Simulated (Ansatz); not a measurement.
# CrF₄ (P4₂/mnm, No. 136; cell taken from a computed entry)

These are PBEsol in Ansatz (plane waves, PAW) values and carry that method's errors.

Run with plane-wave cutoff 500 eV, 6×6×10 k mesh (along the axes of the cell as run), Fermi–Dirac smearing 0.05 eV, spin-polarised start, scalar-relativistic PAW data made under PBE.

Cell (relaxed at this level):

CrF4 is modelled in the tetragonal space group P4₂/mnm (No. 136), Pearson symbol tP20. Conventional cell: a = b = 8.9683 Å, c = 3.7667 Å, α = β = γ = 90.00°. Cr on 4f is surrounded by 2 F at 1.701 Å and 4 F at 1.887–1.935 Å. F1 on 4g sees 2 Cr at 1.935 Å (bent). F2 on 4g is coordinated by 2 Cr at 1.887 Å (linear). F3 on 8i has 1 Cr at 1.701 Å. (Neighbours: up to the widest gap in distance over summed covalent radii, below 1.35, at either atom; cation-cation and far metal-metal contacts left out.)

```yaml
volume_per_atom: 15.15 Å³/atom
lattice_constant_a: 8.968 Å
lattice_parameter_c: 3.767 Å
```

Note: the magnetic order was assumed, not searched for or taken from measurement; the relaxation could not lower the start's symmetry, so the cell can be a saddle point above a distorted one.

The computed numbers hold no vibrational or temperature effects.

Ansatz is an electronic-structure program.
